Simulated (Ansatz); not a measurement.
**Parameter sweep on Cu₄I₃Br (C2/m, 8 atoms in the cell)**

```xyz
8
Lattice="6.6324 -2.0042 0.0000 6.6324 2.0042 0.0000 -1.2110 0.0000 6.8222" Properties=species:S:1:pos:R:3 pbc="T T T"
Cu     4.8236     0.0000     0.8653
Cu     7.2302     0.0000     5.9569
Cu    10.8638     0.0000     4.2542
Cu     1.1901     0.0000     2.5680
I      9.6561     0.0000     1.7242
I      2.3978     0.0000     5.0979
I      0.0000     0.0000     0.0000
Br     6.0269     0.0000     3.4111
```

Base run A: LDA (PW92), default PAW files made with PBE in Ansatz (a quantum-chemistry and plane-wave program), self-consistent single point.

Its settings: basis.ecutwfc = 420 eV; kpoints.mp_grid.grid = 5 5 3; hamiltonian.xc = lda; hamiltonian.pseudopotentials = {kind: paw} (the program's default PAW files); scf.occupations.method = cold; scf.occupations.width = 0.1 eV.

The starting cell comes from a database of computed structures (which also holds hypothetical and non-ambient phases and stackings), without a prior relaxation at this level. Spin polarisation is off, so a magnetic state, if there is one, cannot be reached. In the base run, with a pressure of about -6 GPa the cell is away from its equilibrium volume at this level. Ansatz's pressure includes its estimate of the finite-basis (Pulay) stress. The run gives no clean gap (levels at the Fermi energy touch, overlap or are partly filled at this smearing), which alone does not show that the compound is a metal.

ΔF is the free energy per atom less that of run A. 

Run A gave: pressure (GPa) -5.86; largest force (eV/Å) 0.130; TS (meV/atom) -0.9.

Runs:
- B: scf.occupations.method, scf.occupations.width = gaussian, 0.1 eV
- C: scf.occupations.method, scf.occupations.width = gaussian, 0.2 eV
- D: scf.occupations.method, scf.occupations.width = fermi_dirac, 0.05 eV
- E: scf.occupations.method, scf.occupations.width = fermi_dirac, 0.2 eV
- F: scf.occupations.method, scf.occupations.width = methfessel_paxton, 0.05 eV
- G: scf.occupations.method, scf.occupations.width = methfessel_paxton, 0.2 eV
- H: scf.occupations.method, scf.occupations.width = cold, 0.05 eV
- I: scf.occupations.method, scf.occupations.width = cold, 0.3 eV
- J: scf.occupations.method, scf.occupations.width = tetrahedron, default

Question: What does run E change against A?

Answer: The free energy drops by 16.3 meV/atom, the pressure moves little (-5.86 to -5.93 GPa) and the largest force hardly changes (0.130 to 0.131 eV/Å).

Question: What does run C change against A?

Answer: The free energy goes down by 2.6 meV/atom, the pressure hardly changes (-5.86 to -5.90 GPa) and the largest force hardly changes (0.130 to 0.132 eV/Å).

```json
[
 {"run": "A", "ΔF (meV/atom)": "0.00", "pressure (GPa)": "-5.86", "largest force (eV/Å)": "0.130", "TS (meV/atom)": "-0.9"},
 {"run": "B", "ΔF (meV/atom)": "-0.99", "pressure (GPa)": "-5.86", "largest force (eV/Å)": "0.130", "TS (meV/atom)": "1.0"},
 {"run": "C", "ΔF (meV/atom)": "-2.6", "pressure (GPa)": "-5.90", "largest force (eV/Å)": "0.132", "TS (meV/atom)": "4.3"},
 {"run": "D", "ΔF (meV/atom)": "-1.37", "pressure (GPa)": "-5.87", "largest force (eV/Å)": "0.131", "TS (meV/atom)": "1.8"},
 {"run": "E", "ΔF (meV/atom)": "-16.3", "pressure (GPa)": "-5.93", "largest force (eV/Å)": "0.131", "TS (meV/atom)": "33.7"},
 {"run": "F", "ΔF (meV/atom)": "-0.44", "pressure (GPa)": "-5.85", "largest force (eV/Å)": "0.131", "TS (meV/atom)": "0.0"},
 {"run": "G", "ΔF (meV/atom)": "-0.06", "pressure (GPa)": "-5.88", "largest force (eV/Å)": "0.130", "TS (meV/atom)": "-1.0"},
 {"run": "H", "ΔF (meV/atom)": "-0.37", "pressure (GPa)": "-5.85", "largest force (eV/Å)": "0.131", "TS (meV/atom)": "-0.2"},
 {"run": "I", "ΔF (meV/atom)": "4.5", "pressure (GPa)": "-5.99", "largest force (eV/Å)": "0.137", "TS (meV/atom)": "-10.8"},
 {"run": "J", "ΔF (meV/atom)": "-0.24", "pressure (GPa)": "-5.84", "largest force (eV/Å)": "0.129", "TS (meV/atom)": "0.0"}
]
```

Keys are those of Ansatz 0.2.
